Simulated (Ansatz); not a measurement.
Si (Fd-3m) under hydrostatic pressure: electron mobility at 300 K along z by LDA, finite-displacement electron-phonon coupling, linearised Boltzmann equation (plane waves, PAW, scalar-relativistic; Ansatz, an electronic-structure program). The unloaded cell, whose axes the loads refer to:

Si has the cubic space group Fd-3m, origin choice 1 (No. 227), the diamond structure, Pearson symbol cF8. Lattice parameters: a = 5.4020 Å, b = 5.4020 Å, c = 5.4020 Å, α = 90.00°, β = 90.00°, γ = 90.00°. Si on 8b has 4 Si at 2.339 Å (tetrahedral). (Neighbours: up to the widest gap in distance over summed covalent radii, below 1.35, at either atom.)
(The calculation used a cell of 2 atoms; values per cell refer to that cell.)

```json
[
 {"hydrostatic pressure (GPa)": "-5", "volume per atom (Å³)": "20.90", "electron mobility at 300 K along z (cm²/(V·s))": "?"},
 {"hydrostatic pressure (GPa)": "-3", "volume per atom (Å³)": "20.37", "electron mobility at 300 K along z (cm²/(V·s))": "1400"},
 {"hydrostatic pressure (GPa)": "0", "volume per atom (Å³)": "19.70", "electron mobility at 300 K along z (cm²/(V·s))": "1520"},
 {"hydrostatic pressure (GPa)": "2", "volume per atom (Å³)": "19.32", "electron mobility at 300 K along z (cm²/(V·s))": "1580"},
 {"hydrostatic pressure (GPa)": "4", "volume per atom (Å³)": "18.97", "electron mobility at 300 K along z (cm²/(V·s))": "1640"},
 {"hydrostatic pressure (GPa)": "6", "volume per atom (Å³)": "18.65", "electron mobility at 300 K along z (cm²/(V·s))": "1680"},
 {"hydrostatic pressure (GPa)": "9", "volume per atom (Å³)": "18.21", "electron mobility at 300 K along z (cm²/(V·s))": "1740"}
]
```

Task: Fit a straight line to ln(electron mobility at 300 K along z) against the load over the rows given, and predict the row at -5 GPa.

Result: The means are x̄ = 3.000 GPa and ȳ = 7.3711; Σ(x − x̄)(y − ȳ) = 1.642 and Σ(x − x̄)² = 92.00, so the slope is 1.78 % per GPa, and the rows given lie within 2.0 % of the line. At -5 GPa the line gives 1380 cm²/(V·s); the calculation gives 1320 cm²/(V·s), 4.4 % from it, so the trend bends or changes character over this range.

Dilute carriers scattered by harmonic phonons alone; a coarser fine mesh moves the values by up to 2 %. Spin-orbit coupling is left out. Stresses and pressures are the targets of the relaxation. The structure type is held at every load. Geometry: relaxed with this functional, without spin-orbit coupling.
